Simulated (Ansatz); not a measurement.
# What pressure 7.5 GPa does to Mg3Sb2

Base system: Mg₃Sb₂ (space group P-3m1, No. 164; a = 4.567 Å, c = 7.247 Å).

Now apply this change: cell and atoms relaxed at a pressure of 7.5 GPa.

Computed with Ansatz (a quantum-chemistry and plane-wave program) r2SCAN, without spin-orbit coupling. Γ-centred 12×12×7 mesh, Fermi–Dirac width 0.05 eV.

The volume per atom decreases by 3.095 Å³ (26.18 Å³ → 23.08 Å³) and the density increases by 0.54 g/cm³, from 4.01 g/cm³ to 4.55 g/cm³. The lattice parameter a shrinks by 0.177 Å to 4.390 Å and the c/a ratio decreases by 0.0114, from 1.587 to 1.575. The shortest interatomic distance shrinks by 0.093 Å, from 2.819 Å to 2.726 Å and the enthalpy H = E + PV relative to the base's energy amounts to +1.15 eV/atom. The band gap shrinks by 0.23 eV, from 0.61 eV to 0.38 eV and the gap character is still indirect, Γ → K. The smallest direct gap increases by 0.03 eV, from 1.78 eV to 1.81 eV and the width of the top valence band grows by 0.465 eV (2.59 eV → 3.06 eV). The electron mass goes from 0.21 mₑ along c, 0.36 mₑ across (at K) to 0.21 mₑ along c, 0.34 mₑ across (at K) and the hole mass goes from 0.085 mₑ along c, 1.1 mₑ across (at Γ) to 0.093 mₑ along c, 0.85 mₑ across (at Γ). The valence-band top at Γ (three highest levels, from the VBM) changes from 0.00, -0.41, -0.41 eV to 0.00, -0.56, -0.56 eV.

Final structure:

```yaml
crystal:
  lattice:
    - [4.38987, 0.00000, 0.00000]
    - [-2.19493, 3.80174, 0.00000]
    - [0.00000, 0.00000, 6.91618]
  atoms:
    - { symbol: Sb, position: [0.33333, 0.66667, 0.22255] }
    - { symbol: Sb, position: [0.66667, 0.33333, 0.77745] }
    - { symbol: Mg, position: [0.00000, 0.00000, 0.00000] }
    - { symbol: Mg, position: [0.33333, 0.66667, 0.63217] }
    - { symbol: Mg, position: [0.66667, 0.33333, 0.36783] }
```

With Sb present, leaving out spin-orbit coupling can change the band edges. Load acts through the strain it causes; cell and atoms are relaxed under it. Effective masses come from finite differences of ±0.01 Å⁻¹. No phonon test of stability was made. No other phases were tried under pressure.
